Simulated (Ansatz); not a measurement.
**What tensor shear ε_xy = +2.34 % does to SnS2**

Start from SnS2 in the CdI2 type structure (space group P-3m1, No. 164; a = 3.626 Å, c = 5.574 Å; layered, stacked along the Cartesian z axis). Axes: x lies along a and z along c of the hexagonal cell.

Perturbation: a pure shear with ε_xy = ε_yx = 0.0234; the atoms relax in the strained cell.

All numbers come from DFT with PBEsol-D3(BJ), PAW potentials and a 420 eV plane-wave cutoff in Ansatz (a quantum-chemistry and plane-wave program), no spin-orbit coupling, earlier PAW set. Settings: 11×11×6 k-points, 0.05 eV Fermi–Dirac smearing.

| quantity | base | changed | shift |
|---|---|---|---|
| volume per atom | 21.15 Å³ | 21.14 Å³ | -0.01 Å³ |
| shortest interatomic distance | 4.838 bohr | 4.786 bohr | -0.052 bohr |
| energy relative to the base (free energy F) | 0 meV/atom | +7.2 meV/atom | +7.2 meV/atom |
| band gap (an upper bound: an edge found on the path is not a true extremum; the changed cell) | 0.96 eV | 0.78 eV | -0.18 eV |
| stress (xx, yy, zz, yz, xz, xy; compression positive) | – | (0.02, 0.29, -0.02, -0.01, 0.12, -2.33) GPa | – |

No phonon test of stability was made.
